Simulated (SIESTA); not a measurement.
**A short convergence ladder for HgTe (C2, 6 atoms in the cell)**

```yaml
crystal:
  lattice:
    - [4.67872, 0.00000, 0.00000]
    - [-2.33936, 4.05189, 0.00000]
    - [0.00000, 0.00000, 10.47531]
  atoms:
    - { symbol: Hg, position: [0.31614, 0.31614, 0.00000] }
    - { symbol: Hg, position: [0.69455, 0.00000, 0.33333] }
    - { symbol: Hg, position: [0.00000, 0.68386, 0.66667] }
    - { symbol: Te, position: [0.48557, 0.48557, 0.50000] }
    - { symbol: Te, position: [0.51443, 0.00000, 0.83333] }
    - { symbol: Te, position: [0.00000, 0.51443, 0.16667] }
```

Base method: LDA PW92, numerical atomic orbitals DZP, PseudoDojo LDA standard norm-conserving potentials (rewritten from UPF to PSML) (SIESTA 5.4.2).

Base settings: XC.functional = LDA; XC.authors = PW92; potentials = PseudoDojo LDA standard; PAO.BasisSize = DZP; PAO.EnergyShift = 0.01 Ry; MeshCutoff = 300 Ry; kgrid.MonkhorstPack = 2 2 1; OccupationFunction = FD; ElectronicTemperature = 20 meV; MaxSCFIterations = 150.

**The setting basis size**

Level: DFT, LDA PW92, numerical atomic orbitals TZDP, PseudoDojo LDA standard norm-conserving potentials (rewritten from UPF to PSML).

Moved along: PAO.BasisSize.

The second cell is the first with its lattice scaled by 0.98.

The mesh stays at the base's, so the ladder's end is converged at best in this setting alone.

The sets are ordered by size and need not be nested.

Only quantities that move along the ladder and can be compared are tabulated; the gap is left out on so coarse a mesh.

```tsv
basis (functions)	energy of the compressed cell less the first (meV/atom)	pressure (GPa)	largest difference of a force vector from the last step's (eV/Å)
SZ (57)	-160.87	-14.56	1.459
SZP (81)	-218.78	-19.28	0.548
DZ (87)	-21.79	-3.16	0.210
DZP (111)	-43.91	-5.05	0.208
TZP (141)	-47.62	-5.28	0.186
TZDP (165)	-47.30	-5.21	0.000
```

Coarsest basis (functions) that holds the forces within 0.02 eV/Å: not settled: the last two steps still differ by 0.19 eV/Å, over half the tolerance, so the ladder does not show it.

Coarsest basis (functions) that holds the energy of the compressed cell less the first within 2 meV/atom of the last step, with all finer ones: TZP (141); the step before is off by 3.4 meV/atom.

Coarsest basis (functions) that holds the pressure within 0.2 GPa of the last step, with all finer ones: DZP (111); the step before is off by 2.0 GPa.

On the base run: the starting cell comes from a database of computed structures (which also holds hypothetical and non-ambient phases and stackings), without a prior relaxation at this level. Its lattice was rescaled by up to half a per cent. One atom was moved a little off its site on purpose. Values carry the incompleteness of an atom-centred basis. In the base run, with a pressure of about -5 GPa the cell is away from its equilibrium volume at this level.
